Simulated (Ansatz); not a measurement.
# Pressure series in WC

Base system: WC (space group P-6m2, No. 187).

```
WC
1.0
    2.88370     0.00000     0.00000
   -1.44185     2.49736     0.00000
    0.00000     0.00000     2.81234
W C
1 1
Direct
  0.00000   0.00000   0.00000
  0.33333   0.66667   0.50000
```

Cell and atoms are relaxed at each pressure.

Level of theory: LDA, PAW, 420 eV (Ansatz, a program for electronic structure; spin-orbit coupling left out).

```csv
pressure (GPa),volume per atom (Å³/atom)
-2,10.175
-1,10.151
0,10.127
0.9,10.105
2.1,10.077
9,9.922
15,9.796
22.5,?
30,9.513
```

Question: Fit the third-order Birch–Murnaghan form P(V) = (3B₀/2)[(V₀/V)^(7/3) − (V₀/V)^(5/3)]·[1 + (3/4)(B₀′ − 4)((V₀/V)^(2/3) − 1)] (squares taken in P) to the rows shown and predict the withheld row.

Answer: Least squares on the printed values gives V₀ = 10.127 Å³/atom, B₀ = 422 GPa, B₀′ = 4.1; this predicts 9.649 Å³/atom, and the run gives 9.650 Å³/atom, in agreement.

Load acts through the strain it causes; cell and atoms are relaxed under it. Stability against distortions was not tested. No other phases were tried under pressure. All final runs are without spin polarisation.
